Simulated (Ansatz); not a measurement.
Take GaSb in the zinc blende structure (space group F-43m, No. 216) as the base.

```xyz
2
Lattice="0.0000 3.1070 3.1070 3.1070 0.0000 3.1070 3.1070 3.1070 0.0000" Properties=species:S:1:pos:R:3 pbc="T T T"
Sb     4.6605     4.6605     4.6605
Ga     0.0000     0.0000     0.0000
```

Levels (all Ansatz, a quantum-chemistry and plane-wave program, PAW): PBE (420 eV, no spin-orbit coupling); PBEsol (420 eV, scalar-relativistic without spin-orbit coupling); r2SCAN (500 eV, without spin-orbit coupling).

Levels that relaxed their own cell: PBE and PBEsol.

```
level   lattice parameter a  electron mass at Γ
------  -------------------  ------------------
PBE                 6.214 Å                   –
PBEsol              6.111 Å                   –
r2SCAN                    –            0.027 mₑ
```

Measured: lattice parameter a 6.0959 Å (room temperature; as listed in I. Vurgaftman, J. R. Meyer, L. R. Ram-Mohan, Journal of Applied Physics (2001)); electron mass at Γ 0.039 mₑ (0 K or low temperature; as listed in I. Vurgaftman, J. R. Meyer, L. R. Ram-Mohan, Journal of Applied Physics (2001)).

Computed minus measured — lattice parameter a: PBE +1.9 %, PBEsol +0.3 % (closest: PBEsol); electron mass at Γ: r2SCAN -31 %. Measured values not marked as corrected hold thermal and zero-point effects that the static-lattice runs lack.

Single points use the geometry relaxed with PBEsol. With Sb present, leaving out spin-orbit coupling can change the band edges. The levels and masses belong to the bands next to the band gap. Effective masses come from finite differences of ±0.01 Å⁻¹. Whether these cells are dynamically stable was not tested. All final runs are without spin polarisation.
